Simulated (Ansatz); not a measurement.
Data:

```xyz
8
Lattice="2.9858 0.0000 0.0000 1.4929 2.5858 0.0000 0.0000 0.0000 10.2045" Properties=species:S:1:pos:R:3 pbc="T T T"
Si     0.0000     0.0000    -0.0100
Si     0.0000     0.0000     5.0922
Si     2.9858     1.7239     7.6437
Si     1.4929     0.8619     2.5415
C      0.0000     0.0000     8.3066
C      0.0000     0.0000     3.2044
C      2.9858     1.7239     5.7506
C      1.4929     0.8619     0.6484
```

No spin polarisation.

Computed with PBE, PAW, 420 eV (Ansatz, a quantum-chemistry and plane-wave program; without spin-orbit coupling), earlier PAW set. Γ-centred 12×12×4 mesh, Fermi–Dirac width 0.05 eV.

Task: Predict the gap character, width of the top valence band and in-plane stress.

Result: The gap character comes out as indirect, Γ → M. The width of the top valence band is 2.87 eV. The mean in-plane stress (compression positive) is +23.5 GPa.

The cells carry an imposed strain or load. No phonon test of stability was made. The cell was made from SiC (space group P6_3mc, No. 186) by this change: biaxial strain −3.50 %, plane normal [001], relaxed out of plane.
